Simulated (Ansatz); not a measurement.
Results of PBE-D4 (Ansatz, an electronic-structure program, PAW) for AlB2-type ZrB2.

Run with plane-wave cutoff 500 eV, 18×18×12 k mesh (along the axes of the cell as run), Fermi–Dirac smearing 0.05 eV, scalar-relativistic PAW data made under PBE.

Computed at the level's own relaxed cell.

Task: Give the computed equilibrium volume per atom, equilibrium lattice constant a and lattice parameter c.

Result: 
* **equilibrium volume per atom**: 10.03 Å³/atom
* **equilibrium lattice constant a**: 3.153 Å
* **lattice parameter c**: 3.497 Å

Measured, for comparison: lattice constant a 3.17 Å, lattice parameter c 3.532 Å (room temperature, not corrected to a static lattice; as tabulated in Zhang et al. (2020), arXiv:1911.03307). Computed (rounded) less measured: lattice constant a -0.5 %, lattice parameter c -1.0 %. A static lattice is as a rule a little smaller and stiffer than an uncorrected measurement, which narrows the difference in the lattice constant a, lattice parameter c and would widen misses of the other sign.

It cost very roughly 50 core-seconds of CPU time.
